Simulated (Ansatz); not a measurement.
Base system: Li in the bcc (W type) structure (space group Im-3m, No. 229; a = 3.4343 Å).

Computed with PBEsol (Ansatz, a quantum-chemistry and plane-wave program, PAW, spin-orbit coupling left out).

For the base:

* **Lattice parameter a**: 3.434 Å

One thing is altered: full substitution Li → Rb, then cell and atoms are relaxed.

Problem. What happens to the lattice parameter a?

Solution. The lattice parameter a grows by 2.1362 Å to 5.571 Å.

No phonon test of stability was made. All final runs are without spin polarisation.
